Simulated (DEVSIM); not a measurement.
Structure: Al/Si3N4/p-Si capacitor, at 300 K.

```csv
layer (left to right),material,thickness (nm),Na (cm⁻³)
1,Si3N4,2.30,-
2,Si,18000,1e15
```

Metal gate on the left, work function 4.1 eV. Fixed charge at the semiconductor interface -2e11 cm⁻² (in units of +e); no interface traps.

This is a model device: material constants are rounded textbook-type values typed into the input, and sizes, dopings and lifetimes were drawn at random. Values at 300 K.

```tsv
parameter	Si3N4	Si
gap (eV)	5.1	1.124
affinity (eV)	2.1	4.05
permittivity	7.5	11.7
Nc (cm⁻³)	-	2.86e19
Nv (cm⁻³)	-	3.1e19
```

Model (solved in DEVSIM): 1D Poisson equation in equilibrium, Boltzmann statistics, complete ionisation; no quantum confinement or tunnelling. Metal contacts follow the ideal Schottky-Mott rule: no Fermi-level pinning, no interface dipoles.

The substrate doping was swept, all else fixed.

```json
[
 {"substrate doping (cm^-3)": "5e13", "threshold voltage (band bending 2φF) (V)": "-0.28", "flat-band voltage (V)": "-0.72", "minimum of the low-frequency capacitance (μF/cm²)": "0.00380"},
 {"substrate doping (cm^-3)": "1e14", "threshold voltage (band bending 2φF) (V)": "-0.26", "flat-band voltage (V)": "-0.74", "minimum of the low-frequency capacitance (μF/cm²)": "0.00519"},
 {"substrate doping (cm^-3)": "2e14", "threshold voltage (band bending 2φF) (V)": "-0.24", "flat-band voltage (V)": "-0.75", "minimum of the low-frequency capacitance (μF/cm²)": "0.00693"},
 {"substrate doping (cm^-3)": "5e14", "threshold voltage (band bending 2φF) (V)": "-0.22", "flat-band voltage (V)": "-0.78", "minimum of the low-frequency capacitance (μF/cm²)": "0.00999"},
 {"substrate doping (cm^-3)": "1e15", "threshold voltage (band bending 2φF) (V)": "-0.20", "flat-band voltage (V)": "-0.80", "minimum of the low-frequency capacitance (μF/cm²)": "0.0136"},
 {"substrate doping (cm^-3)": "2e15", "threshold voltage (band bending 2φF) (V)": "-0.18", "flat-band voltage (V)": "-0.81", "minimum of the low-frequency capacitance (μF/cm²)": "0.0186"}
]
```

From the first row to the last the threshold voltage (band bending 2φF) goes from -0.28 to -0.18. From the first row to the last the flat-band voltage goes from -0.72 to -0.81.
